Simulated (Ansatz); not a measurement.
The reference is RbGeF$_{3}$ in the cubic perovskite structure (space group Pm-3m, No. 221; a = 4.491 Å; a hypothetical phase, not in the database extracts checked). Axes: x, y, z lie along the cube axes.

Level of theory: PBE (Ansatz, an electronic-structure program; PAW; 420 eV plane waves; no spin-orbit coupling).

The change: a pure shear with ε_yz = ε_zy = -0.0358, atoms relaxed at fixed cell.

Predict the stress tensor and what it implies for the stiffness.

Stress of the strained cell less that of the base (GPa, compression positive):
```
   0.04    0.00    0.00
   0.00    0.03    1.22
   0.00    1.22    0.03
```

Then −Δσ/γ with γ = 2ε = -0.0716 gives secant stiffness values (nonlinear terms included at this strain): C44 ≈ 17 GPa.

As a check, the harmonic strain energy −½ V₀ Δσ:ε is 4.9 meV/atom; the computed energy rise is 4.9 meV/atom.

Stability against distortions was not tested. Many cubic perovskites are stable only at high temperature; tilts and polar distortions were not tested.
